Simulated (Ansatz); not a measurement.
## What uniaxial strain ε_xx = −3.00 % does to MoSi2

Consider MoSi2 (space group I4/mmm, No. 139; a = 3.190 Å, c = 7.822 Å; relaxed with 0.1 eV smearing). Axes: x, y, z lie along a, b, c of the conventional cell.

It is then changed as follows: the cell is compressed by 3.00 % along x with no lateral relaxation, atoms relaxed at fixed cell.

The values are results of PBEsol (Ansatz, an electronic-structure program), without spin-orbit coupling, not measurements. Γ-centred 25×25×25 mesh, Fermi–Dirac width 0.1 eV.

The volume per atom falls by 0.40 Å³ to 12.87 Å³ and the space group changes from I4/mmm (No. 139) to Immm (No. 71). The shortest interatomic distance decreases by 0.009 Å (2.580 Å → 2.571 Å) and the energy rises by 16 meV/atom. The band gap stays zero and the stress (xx, yy, zz, yz, xz, xy; compression positive) comes out as (13.4, 4.2, 3.3, 0.0, 0.0, 0.0) GPa.

Whether these cells are dynamically stable was not tested. All final runs are without spin polarisation.
